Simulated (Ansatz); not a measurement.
Input and output of a self-consistent single point for CaZrN₂ (R3m, 4 atoms in the cell) (Ansatz, an electronic-structure program).

Method: LDA (PW92), default PAW files made with PBE (plane waves; Ansatz).

The change in words: lattice scaled by 0.98; basis.ecutwfc: 420 eV → 170 eV. Reference geometry:
```
CaZrN2
1.0
    1.64881     0.95194     5.57866
   -1.64881     0.95194     5.57866
    0.00000    -1.90388     5.57866
Ca Zr N
1 1 2
Cartesian
  0.00000   0.00000   0.05001
  0.00000   0.00000   8.36799
  0.00000   0.00000   3.98517
  0.00000   0.00000  12.75081
```

Reference input (self-consistent single point, DFT, LDA (PW92), plane waves, default PAW files made with PBE): basis.ecutwfc = 420 eV; kpoints.mp_grid.grid = 9 9 9; hamiltonian.xc = lda; hamiltonian.pseudopotentials = {kind: paw} (the program's default PAW files); scf.occupations.method = fermi_dirac; scf.occupations.width = 0.02 eV. This run's input differs from it in these lines:

Ansatz 0.2 input:
```diff
@@ -2,5 +2,5 @@
   lattice:
-    - [1.648805, 0.951937, 5.578660]
-    - [-1.648805, 0.951937, 5.578660]
-    - [0.000000, -1.903876, 5.578660]
+    - [1.615829, 0.932898, 5.467087]
+    - [-1.615829, 0.932898, 5.467087]
+    - [0.000000, -1.865798, 5.467087]
   atoms:
@@ -11,3 +11,3 @@
 basis:
-  ecutwfc: 420.0 eV
+  ecutwfc: 170.0 eV
 kpoints:
```

Output (repeated stretches shortened):

```
SCF iter   1: F=—  HF=-6586.727728 eV  |F-HF|=—  |Δ(HF+E_count)|=         —  Δρ=1.35e-1  dr2=5.90e0  ethr=1.77e-3  ⟨swp⟩=6.5  Hψ=9325  notcnv=0
all-band conjugate gradients solve this SCF's bands
preconditioner: auto → Kerker (q_TF=auto, 2.537 Å⁻¹)
SCF iter   2: F=—  HF=-6584.840404 eV  |F-HF|=—  |Δ(HF+E_count)|=    1.89e0  Δρ=4.99e-2  dr2=4.54e-1  ethr=1.77e-3  ⟨swp⟩=2.1  Hψ=3661  notcnv=0  defer=1
   [... lines left out ...]
SCF iter   6: F=—  HF=-6584.593488 eV  |F-HF|=—  |Δ(HF+E_count)|=   5.70e-6  Δρ=1.11e-4  dr2=1.08e-5  ethr=1.15e-7  ⟨swp⟩=2.0  Hψ=2377  notcnv=0  defer=1
SCF iter   7: F=—  HF=-6584.593486 eV  |F-HF|=—  |Δ(HF+E_count)|=   1.82e-6  Δρ=3.16e-5  dr2=7.27e-7  ethr=3.37e-8  ⟨swp⟩=2.0  Hψ=2185  notcnv=0  defer=1
SCF iter   8: F=—  HF=-6584.593486 eV  |F-HF|=—  |Δ(HF+E_count)|=   1.97e-7  Δρ=7.64e-6  dr2=1.22e-7  ethr=3.13e-10  ⟨swp⟩=4.8  Hψ=6780  notcnv=0
SCF iter   9: F=-6584.593486 eV  HF=-6584.593486 eV  |F-HF|=6.50e-9  |Δ(HF+E_count)|=   3.00e-8  Δρ=2.44e-6  dr2=8.43e-9  ethr=3.13e-10  ⟨swp⟩=4.3  Hψ=5308  notcnv=0
SCF 1 converged in 9 iterations: F = -6584.593486 eV  dr2 = 8.43e-9
Free energy (F): -6584.593486 eV
Internal energy: -6584.593243 eV  (E = F + TS)
E sigma→0 (E₀):  -6584.593364 eV
Entropy (-TS):   -0.000243 eV (-0.061 meV/atom)
Fermi energy:    13.372786 eV
--- Forces (eV/Å), atoms counted from 1 ---
  atom   1  Ca     0.00000000     0.00000004    -0.66438783
  atom   2  Zr    -0.00000000    -0.00000005     0.78429332
  atom   3  N      0.00000000    -0.00000013     2.12121463
  atom   4  N      0.00000000     0.00000014    -2.24112851
--- Stress (GPa, compression-positive) ---
       14.603462       0.000000      -0.000000
        0.000000      14.603462       0.000000
       -0.000000       0.000000      11.721935
  P = ⅓ Tr σ = 13.6430 GPa (136.430 kbar)
  The stress holds the Pulay correction. Without it, at fixed plane waves, as pw.x and ABINIT print it: P = -174.3180 GPa
```

The run converged in 9 iterations. Against the reference run the free energy goes up by 5.03 eV/atom, the pressure goes from -6.08 to 13.64 GPa, the largest force goes from 0.626 to 2.241 eV/Å and no clean gap remains on the mesh (levels overlap or are partly filled), against 0.43 eV before.

The starting cell comes from a database of computed structures (which also holds hypothetical and non-ambient phases and stackings), without a prior relaxation at this level. Its lattice was rescaled by up to half a per cent. One atom was moved a little off its site on purpose. For this run, on top of that: lattice scaled by 0.98. Forces in this geometry exceed 1 eV/Å. Ansatz's pressure includes its estimate of the finite-basis (Pulay) stress. Without the estimate this run gives -174.32 GPa. The cutoff lies below the one recommended for these files.
